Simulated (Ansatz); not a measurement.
The starting structures come from a database of crystals and need not be the phases stable at ambient conditions.

 Where the default PAW files enter, the runs use the earlier of Ansatz's two default sets.

By PBEsol, the system below comes out a metal.

Crystal: NbN (P6_3/mmc, not sure to be the ambient phase, 8 atoms a cell, 11.1 Å³ an atom, -14 GPa at this level); planes in its conventional cell.

Computed with PBEsol (plane waves, PAW; Ansatz, a quantum-chemistry and plane-wave program).

G/A = (e²/h) × open channels of both spins per area, as a mean over 0.1 eV about the Fermi level, without spin-orbit coupling, for the cells as given.

| plane | area (Å²) | G/A (10¹⁵ S/m²) |
|---|---|---|
| (100) | 34.3 | 0.65 |
| (001) | 7.7 | ? |

Fill in the missing entries.


- (001), G/A (10¹⁵ S/m²): 0.53
